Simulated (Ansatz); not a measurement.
**La2O3, element substitutions**

The parent structure is La2O3 (space group P-3m1, No. 164; a = 3.906 Å, c = 6.040 Å).

Each row replaces one element on all its sites; cell and atoms are relaxed.

The values are results of PBEsol, PAW, 420 eV (Ansatz, a first-principles code; scalar-relativistic without spin-orbit coupling), not measurements.

| change | band gap | c/a ratio | volume per atom |
|---|---|---|---|
| base | 3.77 eV | 1.546 | 15.96 Å³ |
| O → F | zero | 1.833 | 16.64 Å³ |
| O → Te | 0.99 eV | 1.493 | 35.26 Å³ |
| La → Ba | zero | 1.469 | 19.53 Å³ |

Other magnetic orders, which the real material may have, were not ruled out. Spin-orbit coupling, missing from the scalar runs, can matter with Te. Whether these cells are dynamically stable was not tested. As relaxed here, La2F3, La2Te3 and Ba2O3 are hypothetical phases, not in the database extracts checked. Spin-polarised in the final run: Ba2O3; the other runs are not. An odd electron count without spin: La2F3.
